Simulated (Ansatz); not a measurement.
Input:

```
CELL_PARAMETERS angstrom
      5.24827     0.00000     0.00000
      0.00000     5.24827     0.00000
      0.00000     0.00000     5.24827
ATOMIC_POSITIONS crystal
  Cs 0.00000 0.00000 0.00000
  Pb 0.50000 0.50000 0.50000
  Cl 0.00000 0.50000 0.50000
  Cl 0.50000 0.50000 0.00000
  Cl 0.50000 0.00000 0.50000
```

No spin polarisation.

Computed with plane-wave PAW DFT at the r2SCAN level (Ansatz, a program for electronic structure, 500 eV), no SOC. Γ-centred 6×6×6 mesh, Fermi–Dirac width 0.05 eV.

Predict the band gap.

1.05 eV.

Estimate the electron mass (degenerate bands, along [100]).

0.067, 0.64, 0.64 mₑ (at R).

With Pb present, leaving out spin-orbit coupling can change the band edges. Load acts through the strain it causes; cell and atoms are relaxed under it. Effective masses come from finite differences of ±0.01 Å⁻¹. Stability against distortions was not tested. Competing high-pressure phases were not computed. The cell was made from CsPbCl3 in the cubic perovskite structure (space group Pm-3m, No. 221) by this change: pressure 10 GPa. Many cubic perovskites are stable only at high temperature; tilts and polar distortions were not tested. This is not the structure that CsPbCl3 has at room temperature and ambient pressure.
